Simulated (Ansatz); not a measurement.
System: MgSnO₃ (model structure, started from the cubic perovskite type, Pm-3m, No. 221, 5 atoms in the cell). Method: PBEsol+SOC (plane waves, PAW; Ansatz, a program for electronic structure).

Settings: plane-wave cutoff 520 eV, 8×8×8 k mesh, Fermi–Dirac smearing 0.01 eV, PAW data made under PBE.

Cell (relaxed with PBEsol):

```
CELL_PARAMETERS angstrom
      3.98680     0.00000     0.00000
      0.00000     3.98680     0.00000
      0.00000     0.00000     3.98680
ATOMIC_POSITIONS crystal
  Mg 0.00000 0.00000 0.00000
  Sn 0.50000 0.50000 0.50000
  O  0.00000 0.50000 0.50000
  O  0.50000 0.50000 0.00000
  O  0.50000 0.00000 0.50000
```

Task: Predict the band gap and smallest direct gap on the k points sampled.

Result: 
band gap: 0.97 eV (indirect)
smallest direct gap on the k points sampled: 2.08 eV

Note: the relaxation could raise the start's symmetry but not lower it, so the cell can be a saddle point.

A model structure was made by putting elements into a prototype or built by hand; it is no filed structure, need not be a known phase, and can be a saddle point held by its symmetry.
